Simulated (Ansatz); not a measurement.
We consider Zn2SnO4 (model structure, started from the spinel type, Fd-3m, No. 227, 14 atoms in the cell), described by PBE0 in Ansatz (PAW).

Run with plane-wave cutoff 460 eV, 4×4×4 k mesh, Fermi–Dirac smearing 0.01 eV, scalar-relativistic PAW data made under PBE.

Cell (relaxed with PBEsol):

```xyz
14
Lattice="0.0000 4.3179 4.3179 4.3179 0.0000 4.3179 4.3179 4.3179 0.0000" Properties=species:S:1:pos:R:3 pbc="T T T"
Zn     5.3974     5.3974     5.3974
Zn     5.3974     3.2384     3.2384
Zn     3.2384     5.3974     3.2384
Zn     3.2384     3.2384     5.3974
Sn     2.1589     2.1589     2.1589
Sn     0.0000     0.0000     0.0000
O      7.4915     7.4915     7.4915
O      7.4915     5.4621     5.4621
O      5.4621     7.4915     5.4621
O      5.4621     5.4621     7.4915
O      3.3032     3.3032     3.3032
O      3.3032     5.3326     5.3326
O      5.3326     3.3032     5.3326
O      5.3326     5.3326     3.3032
```

Problem. What does this level give for the band gap?

Solution. 
- band gap: 2.96 eV (on the SCF k mesh)

Note: the relaxation could raise the start's symmetry but not lower it, so the cell can be a saddle point; cell and atoms aren't relaxed at this level (pressure -0.2 GPa).

Spin–orbit coupling is not included.

The result took about 5 core-minutes (a rough figure).

A model structure was made by putting elements into a prototype or built by hand; it is no filed structure, need not be a known phase, and can be a saddle point held by its symmetry.

Ansatz is a quantum-chemistry and plane-wave program.
